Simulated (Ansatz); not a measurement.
Base system: BeS in the rock salt structure (space group Fm-3m, No. 225; a = 4.590 Å; a hypothetical phase, not in the database extracts checked). Axes: x, y, z lie along the cube axes.

One thing is altered: tensor shear ε_yz = −3.56 % (engineering shear γ = -0.0712), atoms relaxed at fixed cell.

Levels (all Ansatz, a quantum-chemistry and plane-wave program, PAW): PBEsol (420 eV, no SOC); r2SCAN (500 eV, no SOC); HSE06 (420 eV, without spin-orbit coupling).

At the geometry relaxed with PBEsol, these levels gave the following band gaps, in shuffled order: (a) 1.11 eV, (b) 0.69 eV, (c) 0.32 eV.

### Question
Match each gap to its level.

### Answer
(a) HSE06; (b) r2SCAN; (c) PBEsol.

Single points use the geometry relaxed with PBEsol. The hybrid gap comes from the SCF mesh plus the semilocal run's edge points and a few special points and is an upper bound. The cells carry an imposed strain or load. Stability against distortions was not tested.
